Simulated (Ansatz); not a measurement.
The reference is Al in the fcc (Cu type) structure (space group Fm-3m, No. 225; a = 3.9937 Å; relaxed with 0.1 eV smearing). Axes: x, y, z lie along the cube axes.

Structures relaxed with r2SCAN in Ansatz (plane waves to 500 eV, PAW, no spin-orbit coupling).

Base:

Simulated powder pattern, Mo Kα, λ = 0.71073 Å (kinematic, ideal powder, no thermal factors, no anomalous dispersion; the 14 strongest lines at most, above 2 %, up to 2θ = 40°):

```json
[
 {"2θ (°)": "17.73", "I/Imax (%)": "100", "hkl": "(111)"},
 {"2θ (°)": "20.50", "I/Imax (%)": "50", "hkl": "(200)"},
 {"2θ (°)": "29.15", "I/Imax (%)": "35", "hkl": "(220)"},
 {"2θ (°)": "34.33", "I/Imax (%)": "41", "hkl": "(311)"},
 {"2θ (°)": "35.91", "I/Imax (%)": "12", "hkl": "(222)"}
]
```

After one change:

Simulated powder pattern, Mo Kα, λ = 0.71073 Å (kinematic, ideal powder, no thermal factors, no anomalous dispersion; the 14 strongest lines at most, above 2 %, up to 2θ = 40°):

| 2θ (°) | I/Imax (%) |
|---|---|
| 17.48 | 36 |
| 17.97 | 100 |
| 20.64 | 68 |
| 29.04 | 25 |
| 29.66 | 23 |
| 34.10 | 14 |
| 34.63 | 27 |
| 34.90 | 13 |
| 35.38 | 4.2 |
| 36.41 | 11 |

Which change produced these results?
(A) biaxial strain −0.42 %, plane normal [111], relaxed out of plane
(B) biaxial strain −1.67 %, plane normal [111], relaxed out of plane
(C) biaxial strain −0.83 %, plane normal [111], relaxed out of plane
(D) biaxial strain −2.50 %, plane normal [111], relaxed out of plane

B, biaxial strain −1.67 %, plane normal [111], relaxed out of plane. Its volume per atom is 15.62 Å³ against 15.92 Å³, and its space group is R-3m (No. 166).

No phonon test of stability was made.

Ansatz is a program for electronic structure.
